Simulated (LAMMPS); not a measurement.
Simulation of a melt made from CoAl (CsCl type), 4394 atoms, at 2380 K and 0 GPa, brought to that temperature within a few picoseconds.

All values are model results, not measurements: classical MD, pair style eam/alloy, file CoAl.eam.alloy, run in LAMMPS.

| r (Å) | g(r), Al-Co | g(r), Al-Al | g(r), Co-Co |
|---|---|---|---|
| 1.620 | 0.001 | 0.000 | 0.000 |
| 1.660 | 0.002 | 0.000 | 0.000 |
| 1.700 | 0.005 | 0.000 | 0.000 |
| 1.740 | 0.017 | 0.000 | 0.002 |
| 1.780 | 0.017 | 0.000 | 0.004 |
| 1.820 | 0.034 | 0.000 | 0.010 |
| 1.860 | 0.070 | 0.000 | 0.023 |
| 1.900 | 0.120 | 0.000 | 0.043 |
| 1.940 | 0.200 | 0.000 | 0.084 |
| 1.980 | 0.326 | 0.000 | 0.139 |
| 2.020 | 0.455 | 0.000 | 0.213 |
| 2.060 | 0.645 | 0.000 | 0.387 |
| 2.100 | 0.894 | 0.003 | 0.557 |
| 2.140 | 1.21 | 0.004 | 0.722 |
| 2.180 | 1.45 | 0.009 | 1.00 |
| 2.220 | 1.83 | 0.039 | 1.23 |
| 2.260 | 2.06 | 0.110 | 1.44 |
| 2.300 | 2.22 | 0.213 | 1.72 |
| 2.340 | 2.46 | 0.360 | 1.86 |
| 2.380 | 2.48 | 0.494 | 2.01 |
| 2.420 | 2.63 | 0.699 | 2.11 |
| 2.460 | 2.56 | 0.929 | 2.12 |
| 2.500 | 2.51 | 1.12 | 2.11 |
| 2.540 | 2.36 | 1.34 | 2.13 |
| 2.580 | 2.27 | 1.50 | 1.95 |
| 2.620 | 2.13 | 1.61 | 1.85 |
| 2.660 | 1.97 | 1.65 | 1.71 |
| 2.700 | 1.82 | 1.70 | 1.57 |
| 2.740 | 1.64 | 1.71 | 1.42 |
| 2.780 | 1.50 | 1.69 | 1.31 |
| 2.820 | 1.39 | 1.67 | 1.26 |
| 2.860 | 1.25 | 1.57 | 1.14 |
| 2.900 | 1.20 | 1.60 | 1.02 |
| 2.940 | 1.10 | 1.49 | 1.01 |
| 2.980 | 1.02 | 1.48 | 0.961 |
| 3.020 | 0.935 | 1.38 | 0.909 |
| 3.060 | 0.881 | 1.37 | 0.863 |
| 3.100 | 0.858 | 1.30 | 0.845 |
| 3.140 | 0.809 | 1.25 | 0.799 |
| 3.180 | 0.766 | 1.17 | 0.762 |
| 3.220 | 0.735 | 1.14 | 0.760 |
| 3.260 | 0.743 | 1.08 | 0.702 |
| 3.300 | 0.688 | 1.08 | 0.701 |
| 3.340 | 0.707 | 1.07 | 0.689 |
| 3.380 | 0.685 | 1.01 | 0.685 |
| 3.420 | 0.636 | 0.963 | 0.657 |
| 3.460 | 0.646 | 0.967 | 0.676 |
| 3.500 | 0.639 | 0.976 | 0.712 |
| 3.540 | 0.652 | 0.902 | 0.661 |
| 3.580 | 0.652 | 0.937 | 0.626 |
| 3.620 | 0.648 | 0.898 | 0.676 |
| 3.660 | 0.654 | 0.906 | 0.673 |
| 3.700 | 0.649 | 0.916 | 0.673 |
| 3.740 | 0.670 | 0.894 | 0.692 |
| 3.780 | 0.682 | 0.892 | 0.727 |
| 3.820 | 0.699 | 0.899 | 0.757 |
| 3.860 | 0.711 | 0.889 | 0.795 |
| 3.900 | 0.739 | 0.893 | 0.777 |
| 3.940 | 0.776 | 0.941 | 0.802 |
| 3.980 | 0.799 | 0.923 | 0.840 |
| 4.020 | 0.804 | 0.920 | 0.893 |
| 4.060 | 0.836 | 0.928 | 0.895 |
| 4.100 | 0.856 | 0.960 | 0.959 |
| 4.140 | 0.896 | 0.952 | 0.962 |
| 4.180 | 0.941 | 0.978 | 0.974 |
| 4.220 | 0.975 | 0.984 | 1.03 |
| 4.260 | 0.970 | 1.01 | 1.06 |
| 4.300 | 1.02 | 1.02 | 1.12 |
| 4.340 | 1.05 | 1.00 | 1.09 |
| 4.380 | 1.10 | 1.02 | 1.15 |
| 4.420 | 1.09 | 1.03 | 1.18 |
| 4.460 | 1.11 | 1.03 | 1.19 |
| 4.500 | 1.16 | 1.06 | 1.19 |
| 4.540 | 1.15 | 1.02 | 1.20 |
| 4.580 | 1.20 | 1.06 | 1.21 |
| 4.620 | 1.19 | 1.05 | 1.23 |
| 4.660 | 1.19 | 1.06 | 1.21 |
| 4.700 | 1.18 | 1.05 | 1.20 |
| 4.740 | 1.20 | 1.06 | 1.18 |
| 4.780 | 1.19 | 1.05 | 1.17 |
| 4.820 | 1.19 | 1.05 | 1.16 |
| 4.860 | 1.20 | 1.03 | 1.15 |
| 4.900 | 1.19 | 1.02 | 1.11 |
| 4.940 | 1.17 | 1.02 | 1.09 |
| 4.980 | 1.15 | 1.02 | 1.09 |
| 5.020 | 1.14 | 1.03 | 1.09 |
| 5.060 | 1.13 | 0.996 | 1.06 |
| 5.100 | 1.10 | 0.999 | 1.02 |
| 5.140 | 1.08 | 0.984 | 1.04 |
| 5.180 | 1.07 | 0.974 | 0.993 |
| 5.220 | 1.06 | 0.984 | 0.977 |
| 5.260 | 1.02 | 0.980 | 0.958 |
| 5.300 | 1.04 | 0.971 | 0.952 |
| 5.340 | 1.00 | 0.956 | 0.932 |
| 5.380 | 0.976 | 0.948 | 0.926 |
| 5.420 | 0.969 | 0.942 | 0.915 |
| 5.460 | 0.975 | 0.936 | 0.927 |
| 5.500 | 0.956 | 0.962 | 0.893 |
| 5.540 | 0.953 | 0.953 | 0.891 |
| 5.580 | 0.936 | 0.960 | 0.906 |
| 5.620 | 0.928 | 0.945 | 0.875 |
| 5.660 | 0.911 | 0.958 | 0.880 |
| 5.700 | 0.925 | 0.928 | 0.883 |

The data show:
- state found: liquid
- first peak of g(r), Al-Co: 2.44 Å, height 2.6
- coordination number of Al by Co: 6.27 (counted to 3.54 Å)
- coordination number of Co by Al: 6.27 (counted to 3.54 Å)
- first peak of g(r), Al-Al: 2.74 Å, height 1.7
